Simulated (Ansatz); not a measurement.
Take BaTiO$_{3}$ in the cubic perovskite structure (space group Pm-3m, No. 221) as the base.

```
BaTiO3
1.0
    3.93456     0.00000     0.00000
    0.00000     3.93456     0.00000
    0.00000     0.00000     3.93456
Ba Ti O
1 1 3
Direct
  0.00000   0.00000   0.00000
  0.50000   0.50000   0.50000
  0.50000   0.00000   0.50000
  0.00000   0.50000   0.50000
  0.50000   0.50000   0.00000
```

Cartesian axes are those of the cell as printed.

Computed with Ansatz (a quantum-chemistry and plane-wave program), LDA, PAW, cutoff 420 eV, scalar-relativistic without spin-orbit coupling.

Base values:

```
Quantity               Value
-------------------  -------
Smallest direct gap  1.87 eV
```

Modification: biaxial strain +1.20 %, plane normal [001], relaxed out of plane (Cartesian); in-plane vectors clamped, the third vector and the atoms free.

**Question.** What does the calculation give for the energy relative to the base after the change?

**Answer.** The energy goes up by 4.1 meV/atom.

**Question.** How does this affect the in-plane stress?

**Answer.** The mean in-plane stress (compression positive) is -4.4 GPa.

**Question.** What happens to the ratio −ε⊥/ε∥?

**Answer.** The ratio −ε⊥/ε∥ comes out as 0.66.

**Question.** What does the calculation give for the smallest direct gap after the change?

**Answer.** The smallest direct gap decreases by 0.05 eV, from 1.87 eV to 1.82 eV.

No phonon test of stability was made. The final runs are not spin-polarised. Many cubic perovskites are stable only at high temperature; tilts and polar distortions were not tested. This is not the structure that BaTiO3 has at room temperature and ambient pressure.
